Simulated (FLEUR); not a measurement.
## Input and output of a self-consistent single point for CoGa (Pm-3m, 2 atoms in the cell) (FLEUR)

Level of theory: PBE, all-electron FLAPW (FLEUR), scalar-relativistic valence run with FLEUR.

Input as run:

Input of the input generator:

```
scf CoGa
&input film=f /
2.9226240000 0.0000000000 0.0000000000
0.0000000000 2.9226240000 0.0000000000
0.0000000000 0.0000000000 2.9226240000
1.8897261246
1.0 1.0 1.0

2
31 0.5000000000 0.5000000000 0.5000000000
27 0.0000000000 0.0000000000 0.0000000000

&comp jspins=1 /
&kpt div1=15 div2=15 div3=15 /
&end /
```

```xml
<?xml version="1.0" encoding="UTF-8" standalone="no"?>
<fleurInput fleurInputVersion="0.39">
   <comment>
      scf CoGa                                                                                            
   </comment>
   <calculationSetup>
      <cutoffs Kmax="3.5" Gmax="14.0" GmaxXC="14.0" numbands="0"/>
      <scfLoop itmax="100" minDistance="0.00001" maxIterBroyd="40" imix="Anderson" alpha="0.05" precondParam="0.0" spinf="2.0"/>
      <coreElectrons ctail="T" frcor="F" kcrel="0" coretail_lmax="0"/>
      <xcFunctional name="pbe" relativisticCorrections="F"/>
      <magnetism jspins="1"/>
      <soc l_soc="F" theta="0.0" phi="0.0" spav="F"/>
      <expertModes spex="0" secvar="F"/>
      <geometryOptimization l_f="T" forcealpha="1.0" forcemix="BFGS" epsdisp="0.00001" epsforce="0.00001"/>
      <ldaU l_linMix="F" mixParam="0.05" spinf="1.0"/>
   </calculationSetup>
   <cell>
      <bzIntegration valenceElectrons="28.0" mode="gauss" fermiSmearingEnergy="0.00734986">
         <kPointListSelection listName="default-1"/>
         <!-- k-points included here -->
         <xi:include xmlns:xi="http://www.w3.org/2001/XInclude" href="kpts.xml"> </xi:include>
      </bzIntegration>
      <!-- symmetry operations included here -->
      <xi:include xmlns:xi="http://www.w3.org/2001/XInclude" href="sym.xml"> </xi:include>
      <bulkLattice scale="1.0">
         <bravaisMatrix>
            <row-1>    5.5229589251829498     0.0000000000000000     0.0000000000000000</row-1>
            <row-2>    0.0000000000000000     5.5229589251829498     0.0000000000000000</row-2>
            <row-3>    0.0000000000000000     0.0000000000000000     5.5229589251829498</row-3>
         </bravaisMatrix>
      </bulkLattice>
   </cell>
   <atomSpecies>
      <species name="Gallium (Ga)" element="Ga" atomicNumber="31">
         <mtSphere radius="2.23" gridPoints="771" logIncrement="0.016"/>
         <atomicCutoffs lmax="8" lnonsphr="6"/>
         <electronConfig flipSpins="F">
            <coreConfig>(1s1/2) (2s1/2) (2p1/2) (2p3/2) (3s1/2) (3p1/2) (3p3/2)</coreConfig>
            <valenceConfig>(4s1/2) (3d3/2) (3d5/2) (4p1/2) (4p3/2)</valenceConfig>
            <stateOccupation state="(4p1/2)" spinUp="0.1666666666667" spinDown="0.1666666666667"/>
            <stateOccupation state="(4p3/2)" spinUp="0.3333333333333" spinDown="0.3333333333333"/>
         </electronConfig>
         <energyParameters s="4" p="4" d="3" f="4"/>
         <lo type="HELO" l="2" n="4" eDeriv="0"/>
      </species>
      <species name="Cobalt (Co)" element="Co" atomicNumber="27">
         <mtSphere radius="2.23" gridPoints="771" logIncrement="0.016"/>
         <atomicCutoffs lmax="8" lnonsphr="6"/>
         <electronConfig flipSpins="F">
            <coreConfig>(1s1/2) (2s1/2) (2p1/2) (2p3/2) (3s1/2)</coreConfig>
            <valenceConfig>(3p1/2) (3p3/2) (4s1/2) (3d3/2) (3d5/2)</valenceConfig>
            <stateOccupation state="(3d3/2)" spinUp="1.4" spinDown="1.4"/>
            <stateOccupation state="(3d5/2)" spinUp="2.1" spinDown="2.1"/>
         </electronConfig>
         <energyParameters s="4" p="4" d="3" f="4"/>
         <lo type="SCLO" l="1" n="3" eDeriv="0"/>
      </species>
   </atomSpecies>
   <atomGroups>
      <atomGroup species="Gallium (Ga)">
         <relPos label="                   1">1.000/2.000 1.000/2.000 1.000/2.000</relPos>
         <force calculate="T" relaxXYZ="TTT"/>
      </atomGroup>
      <atomGroup species="Cobalt (Co)">
         <relPos label="                   2">.0000000000 .0000000000 .0000000000</relPos>
         <force calculate="T" relaxXYZ="TTT"/>
      </atomGroup>
   </atomGroups>
   <output dos="F" band="F" slice="F">
      <checks vchk="F" cdinf="F"/>
      <bandDOS minEnergy="-.5*Htr" maxEnergy="0.5*Htr" sigma="0.015" storeEVData="T"/>
      <vacuumDOS vacdos="F" integ="F" star="F" nstars="0" locx1="0.0" locy1="0.0" locx2="0.0" locy2="0.0" nstm="0" tworkf="0.0"/>
      <unfoldingBand unfoldBand="F" supercellX="1" supercellY="1" supercellZ="1"/>
      <plotting iplot="0" polar="F">
         <plot TwoD="T" vec1="  1.0  0.0  0.0" vec2="  0.0  1.0  0.0" vec3="  0.0  0.0  1.0" zero="  0.0  0.0  0.0" file="plot"/>
      </plotting>
      <chargeDensitySlicing numkpt="0" minEigenval="0.0" maxEigenval="0.0" nnne="0" pallst="F"/>
      <specialOutput eonly="F"/>
      <magneticCircularDichroism mcd="F" energyLo="-10.0" energyUp="0.0"/>
   </output>
  <!-- We include the file relax.xml here to enable relaxations (see documentation) -->
  <xi:include xmlns:xi="http://www.w3.org/2001/XInclude" href="relax.xml"> <xi:fallback/> </xi:include>
</fleurInput>
```

Log, with long lists cut:

```
      Welcome to FLEUR        (www.flapw.de)
      MaX-Release 8.1          (www.max-centre.eu)

 ========== k-point set info ==========
 Selected k-point list: default-1
 k-point list type: mesh
 15 x 15 x 15
 Number of k points: 120

 ------------Calculation Setup---------------------------
           1           2           3           4           5           6           8          10          12          15          20          24          30          40          60         120
 Number of basis functions:          146
 Iteration:     1   Distance:      23.52468974 me/bohr^3
 Iteration:     2   Distance:      15.18377535 me/bohr^3
 Iteration:     3   Distance:       9.91907847 me/bohr^3
 Iteration:     4   Distance:       4.82055112 me/bohr^3
 Iteration:     5   Distance:       4.17757798 me/bohr^3
 Iteration:     6   Distance:       1.35450300 me/bohr^3
   [... 4 lines left out ...]
 Iteration:    11   Distance:       0.00762034 me/bohr^3
 Iteration:    12   Distance:       0.00247325 me/bohr^3
 Iteration:    13   Distance:       0.00019144 me/bohr^3
 Iteration:    14   Distance:       0.00008227 me/bohr^3
 Iteration:    15   Distance:       0.00000813 me/bohr^3
 Run finished successfully
 Stop message:
   Structural relaxation: Done

[file out, last iteration]
             iter=     16
          p o t e n t i a l   g e n e r a t o r
[...]
          integral of pseudo charge density inside the slab=        0.000000   0.000000
     coulomb potential in the interstitial region:
          density-coulomb potential integrals
          total density-coulomb potenti    -5133.1835905696
          density-effective potential integrals for spin  1
          total density-effective poten   -5.3092276618E+03
          charge density-energy density integrals
          total charge density-energy d   -1.3546076750E+02
 Updated energy parameters for spin:           1
  Atom    1 4s branch from -4.91 to  1.27 htr. ; e_l =  0.0835
  Atom    1 4p branch from -3.10 to  1.93 htr. ; e_l =  0.2676
  Atom    1 3d branch from -9.99 to -0.13 htr. ; e_l = -0.1706
  Atom    1 4f branch from -9.99 to  3.70 htr. ; e_l =  0.6125
  Atom    1-4d branch from  2.33 to  2.33 htr. ; e_l(l  2.3294
  Atom    2 4s branch from -3.10 to  1.97 htr. ; e_l =  0.2045
  Atom    2 4p branch from -1.74 to  2.58 htr. ; e_l =  0.3388
  Atom    2 3d branch from -9.99 to  0.45 htr. ; e_l =  0.3093
  Atom    2 4f branch from -9.99 to  3.77 htr. ; e_l =  0.6540
  Atom    2 3p branch from-27.64 to -1.74 htr. ; e_l(l -1.7643
[...]
 fermi energy and band-weighting factors:
at   0.46667   0.46667   0.46667   k-weight:    0.002370
   22 eigenvalues :
   -1.764095   -1.764094   -1.764094   -0.181958   -0.181884   -0.181884   -0.168301   -0.168301
    0.220541    0.226995    0.226995    0.357882    0.357882    0.385881    0.473852    0.498570
    0.498570    0.550259    0.550259    0.567723    0.679499    1.568686
   [... 2 blocks of this kind left out ...]

[...]
FERMIE:
          first approx. to ef    (T=0)  :   0.368423 htr   (energy of the highest occ. eigenvalue)
          number of occ. states  (T=0)  :       1680
          first approx. to seigv (T=0)  :  -9.233175 htr
          sum of weights of occ. states :  14.009481
          sum of semicore charge        :   0.000000 e
   [... lines left out ...]
          total moment                 =     0.00000
 Direct bandgap for spin            1 :    1.0570911091267177E-002  Htr
   [... lines left out ...]
          0.00116605  electrons lost from core.
          total charge for spin  1=   58.000000
          interst. charge =       2.710826
          mt charge=             29.384931   25.904244
          total charge  =   58.000000
          zc=    58.000000     qfix=    1.000000
     t o t a l  e n e r g y
          sum of eigenvalues =             -1912.4681492937
          density-coulomb potential int    -5133.1835905696
          density-effective potential i    -5309.2276617877
          charge density-ex.-corr.energ     -135.4607674956
          el.-nucl. inter. diff. m.t.       2338.0539409994
          Madelung term for atom type:       -15.5162700427
          el.-nucl. inter. diff. m.t.       1667.8053512264
          Madelung term for atom type:       -10.9395301498
 ---->    total energy=                    -3337.6081427047 htr
 ---->    (input%tkb*entropy) TS=              0.0000000000 htr
 ---->    free energy=                     -3337.6081427047 htr
      extrapolation for T->0
 ---->    total electron energy=           -3337.6081427047 htr
 ***** TOTAL FORCES ON ATOMS *****
 TOTAL FORCE FOR ATOM TYPE=  1  X=  2.761   Y=  2.761   Z=  2.761
                       FX_TOT= 0.000000 FY_TOT= 0.000000 FZ_TOT= 0.000000
 TOTAL FORCE FOR ATOM TYPE=  2  X=  0.000   Y=  0.000   Z=  0.000
                       FX_TOT= 0.000000 FY_TOT= 0.000000 FZ_TOT= 0.000000
 Structural relaxation: Done
```

The run converged in 15 iterations. FLEUR gives forces in its relaxation mode, with a further iteration, so its stop message speaks of a relaxation.

The starting cell has typed, rounded lattice constants, without a prior relaxation at this level. Its lattice was rescaled by a random factor within 2.5 % of one. Spin polarisation is off. Values depend on the basis (sphere radii, cutoffs, local orbitals), which need not be converged. The log's line on a gap gives a spacing of levels on this mesh, which the program prints for metals too.

Cost on one core of a shared machine: roughly 60 s.
